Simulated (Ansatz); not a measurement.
The parent structure is KF in the rock salt structure (space group Fm-3m, No. 225; a = 5.318 Å).

Level of theory: r2SCAN (Ansatz, an electronic-structure program, PAW, no SOC).

For the base:

The electron mass is 0.54 mₑ (at Γ) and the pressure is 0.0 kbar.

Modification: every lattice vector is stretched by 4.05 %, atoms relaxed at fixed cell.

**Question.** Estimate the effect on the electron mass.

**Answer.** The electron mass goes from 0.54 mₑ (at Γ) to 0.56 mₑ (at Γ).

**Question.** What does the calculation give for the pressure after the change?

**Answer.** The pressure goes from zero to -31.4 kbar.

The levels and masses belong to the bands next to the band gap. The cells carry an imposed strain or load. Effective masses come from finite differences of ±0.01 Å⁻¹. Whether these cells are dynamically stable was not tested.
